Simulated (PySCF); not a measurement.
PySCF 2.14.0, WB97X/def2-svp: C=C=CC#C[SiH3], 12 atoms. The geometry is a generated start, not checked to be a minimum at this level.

* **task**: energy and gradient
* **method**: wb97x
* **basis**: def2-svp
* **mol.max_memory**: 7000 MB
* **mf.init_guess**: minao (default)
* **mf.DIIS**: CDIIS (default)
* **mf.diis_space**: 8 (default)
* **mf.conv_tol**: 1e-09 (default)
* **mf.grids.level**: 3 (default)
* **basis functions (reference run)**: 118
* **grid points (reference run)**: 148624

```xyz
12

C     -3.0835     0.7523    -0.3781
C     -2.1311     0.2982     0.3789
C     -1.1807    -0.1563     1.1380
C      0.1333    -0.2398     0.6147
C      1.2483    -0.3122     0.1750
Si     2.9742    -0.4188    -0.5212
H     -3.6490     0.0826    -1.0155
H     -3.3115     1.8116    -0.4029
H     -1.3785    -0.4692     2.1561
H      3.8987    -1.0257     0.4705
H      2.9947    -1.2551    -1.7486
H      3.4852     0.9324    -0.8667
```
Charge 0, spin multiplicity 1.

The reference run uses exact four-centre integrals. Single runs; times are not shown.

Settings tried, all else as in the reference:
- density fitting of J alone, exact K
- density fitting
- density fitting, auxbasis = autoaux
- density fitting, auxbasis = def2-universal-jfit

Which of these stay within 1.0 meV/atom in energy, 10 meV/Å in forces (largest component) of the reference run?

Within it: density fitting, auxbasis = autoaux; density fitting; density fitting of J alone, exact K. Outside: density fitting, auxbasis = def2-universal-jfit.

```
setting                                          energy against the reference  difference in forces (largest component)
-----------------------------------------------  ----------------------------  ----------------------------------------
density fitting, auxbasis = autoaux                           +0.013 meV/atom                                0.70 meV/Å
density fitting                                                −0.20 meV/atom                                 2.5 meV/Å
density fitting of J alone, exact K                            −0.27 meV/atom                                 2.6 meV/Å
density fitting, auxbasis = def2-universal-jfit                 +620 meV/atom                                 500 meV/Å
```

Total energies are compared; such shifts often cancel in part in energy differences. def2-universal-jfit is made for Coulomb alone and misses functions that exchange needs. Also tried and not ranked: density fitting, auxbasis = def2-universal-jkfit (same energy as a listed run); COSX exchange (sgx_fit, pjs) with fitted J, mf.with_df.grids_level_i = 1, mf.with_df.grids_level_f = 1 (gradient came out as NaN); COSX exchange (sgx_fit, pjs) with fitted J, mf.with_df.grids_level_i = 1, mf.with_df.grids_level_f = 2 (default) (gradient came out as NaN); COSX exchange (sgx_fit, pjs) with fitted J, mf.with_df.grids_level_i = 1, mf.with_df.grids_level_f = 3 (gradient came out as NaN); COSX exchange (sgx_fit, pjs) with fitted J, mf.with_df.grids_level_i = 1, mf.with_df.grids_level_f = 4 (gradient came out as NaN). The tolerance is a choice made for this comparison.
